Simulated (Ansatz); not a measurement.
## C axis length of GaN (model structure, P6₂22, No. 180, 6 atoms in the cell) at several levels of theory

No measured value is used here.

```tsv
level (code)	value (Å)
LDA (Ansatz)	7.285
PBE (Ansatz)	7.439
PBEsol (Ansatz)	7.359
PBE-D3(BJ) (Ansatz)	(withheld)
r²SCAN (Ansatz)	(withheld)
r²SCAN+rVV10 (Ansatz)	7.360
```

Problem. Some entries are withheld; supply them.

Solution. 
- PBE-D3(BJ) (Ansatz, a program for electronic structure), value (Å): 7.396
- r²SCAN (Ansatz), value (Å): 7.372

Cutoffs differ between the levels. Ansatz's density-functional and Hartree–Fock values are scalar-relativistic unless marked +SOC, with PAW data made under PBE.

A model structure was made by putting elements into a prototype or built by hand; it is no filed structure, need not be a known phase, and can be a saddle point held by its symmetry.
